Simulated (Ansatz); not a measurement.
Mg4N2O (model structure, started from the Ca4P2O type, I4/mmm, No. 139, 7 atoms in the cell), treated with LDA (plane waves, PAW; Ansatz, a quantum-chemistry and plane-wave program).

Settings: plane-wave cutoff 520 eV, 20×20×20 k mesh, Fermi–Dirac smearing 0.05 eV, scalar-relativistic PAW data made under PBE.

Cell (relaxed with PBEsol):

```
Mg4N2O
1.0
   -1.88260     1.88260     5.65799
    1.88260    -1.88260     5.65799
    1.88260     1.88260    -5.65799
Mg N O
4 2 1
Cartesian
  0.00000   0.00000   9.16433
  0.00000   0.00000   2.15165
  0.00000   1.88260   0.00000
  1.88260   0.00000   0.00000
  0.00000   0.00000   7.14369
  0.00000   0.00000   4.17229
  0.00000   0.00000   0.00000
```

Task: Predict the band gap.

Result: 
band gap: 0.87 eV (on the SCF k mesh)

Note: the relaxation could raise the start's symmetry but not lower it, so the cell can be a saddle point; cell and atoms aren't relaxed at this level (largest force component 0.05 eV/Å, pressure -4.6 GPa).

Computed values are for the static lattice.

The result took roughly 60 core-seconds.

A model structure was made by putting elements into a prototype or built by hand; it is no filed structure, need not be a known phase, and can be a saddle point held by its symmetry.
